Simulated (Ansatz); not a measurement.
**Cu3Ge: response to strain**

Base system: Cu$_{3}$Ge (space group Pmmn, No. 59; a cell from a computed database, its experimental status unchecked).

```
CELL_PARAMETERS angstrom
      4.15286     0.00000     0.00000
      0.00000     5.20673     0.00000
      0.00000     0.00000     4.52078
ATOMIC_POSITIONS crystal
  Cu 0.00000 0.50000 0.16597
  Cu 0.50000 0.00000 0.83403
  Cu 0.50000 0.24864 0.33696
  Cu 0.50000 0.75136 0.33696
  Cu 0.00000 0.25136 0.66304
  Cu 0.00000 0.74864 0.66304
  Ge 0.50000 0.50000 0.82794
  Ge 0.00000 0.00000 0.17206
```

Cartesian axes are those of the cell as printed.

Strains are applied to the cell and any free atomic positions relax; under biaxial strain the out-of-plane vector relaxes too.

The values are results of PBEsol (Ansatz, a program for electronic structure; PAW; 420 eV plane waves; scalar-relativistic without spin-orbit coupling), not measurements.

Notes on the quantities. pressure: mean of the normal stresses, compression positive.

| change | shortest interatomic distance | pressure |
|---|---|---|
| base | 2.547 Å | 0.0 GPa |
| biaxial strain −2.56 %, plane normal [001], relaxed out of plane | 2.513 Å | 4.2 GPa |
| isotropic strain −2.36 % | 2.490 Å | … |
| uniaxial strain ε_yy = −0.24 % | 2.547 Å | 0.4 GPa |

### Question
Some entries are withheld; estimate them.

### Answer

- isotropic strain −2.36 %, pressure: 12.7 GPa

Without a gap, meshes like the base's 11×9×10 leave anisotropic stresses uncertain by several tenths of a GPa, and small strain energies with them. Stability against distortions was not tested. The final runs are not spin-polarised.
